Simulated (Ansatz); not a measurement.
The parent structure is Rh in the fcc (Cu type) structure (space group Fm-3m, No. 225).

```
Rh
1.0
    0.00000     1.90000     1.90000
    1.90000     0.00000     1.90000
    1.90000     1.90000     0.00000
Rh
1
Direct
  0.00000   0.00000   0.00000
```

Cartesian axes are those of the cell as printed.

All numbers come from r2SCAN, PAW, 500 eV (Ansatz, a first-principles code; spin-orbit coupling left out).

Strains are applied to the cell and any free atomic positions relax; under biaxial strain the out-of-plane vector relaxes too; under stress the whole cell relaxes.

One change was made to it. Results:

| quantity | base | after |
|---|---|---|
| shortest interatomic distance | 2.687 Å | 2.677 Å |
| energy relative to the base (free energy F) | 0 meV/atom | +0.8 meV/atom |

What was done to the base?
(A) uniaxial stress, 8 GPa compression along z
(B) biaxial strain +1.14 %, plane normal [001], relaxed out of plane
(C) biaxial strain −0.38 %, plane normal [111], relaxed out of plane
(D) uniaxial strain ε_zz = −2.57 %

C, biaxial strain −0.38 %, plane normal [111], relaxed out of plane. For comparison, the energy relative to the base in the other runs: uniaxial stress, 8 GPa compression along z gives +8.3 meV/atom; uniaxial strain ε_zz = −2.57 % gives +13 meV/atom; biaxial strain +1.14 %, plane normal [001], relaxed out of plane gives +5.1 meV/atom.

Without a gap, meshes like the base's 21×21×21 leave anisotropic stresses uncertain by several tenths of a GPa, and small strain energies with them. Beyond what the load breaks, stability against distortions was not tested. The final runs are not spin-polarised.
